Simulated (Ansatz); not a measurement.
Spacing of the highest filled and lowest empty level at the zone centre in eight small model glasses of hand-chosen composition and density, fast-quenched (anions pushed apart in CHGNet runs), each at its PBE geometry, by PBE and by HSE06 (Ansatz, a program for electronic structure, plane waves, PAW). The cells are the first eight to finish that balance their formal charges, show no moments and no lower geometry on charging where those were tested, and have a gap at both levels; defect levels can set the spacings, and exact exchange is cut at the cells' faces.

```tsv
cell	quench by	pressure (GPa)	levels at the gap	PBE (eV)	experiment, tabulated (eV)
Ti20O42Ge	CHGNet	0.0	localised at the filled edge	2.77	-
In9Ga9Zn9O37K2	CHGNet	4.2	spread	1.00	-
In9Ga9Zn9O38Zr	CHGNet	1.5	localised at the filled edge	0.80	-
Hf18O41Ta2	CHGNet	1.6	localised at the filled edge	4.04	-
Si24O51Sb2	CHGNet	-0.7	localised at both edges	1.17	-
Ga24O37Mg	CHGNet	0.5	localised at the filled edge	1.17	-
Si24O50Ge	CHGNet	0.0	spread	4.84	-
Zr20O43In2	CHGNet	0.0	localised at the filled edge	3.36	-
```

### Question
What does HSE06 give, and how does it move these values against PBE?

### Answer
Ti20O42Ge 4.32, In9Ga9Zn9O37K2 2.58, In9Ga9Zn9O38Zr 2.39, Hf18O41Ta2 5.59, Si24O51Sb2 2.59, Ga24O37Mg 2.84, Si24O50Ge 6.78, Zr20O43In2 4.92 eV. It raises them by +1.42 to +1.94 eV, +1.61 eV on average. A straight line through the eight gives HSE06 = 1.05 × PBE +1.48 eV, with a scatter of 0.12 eV.
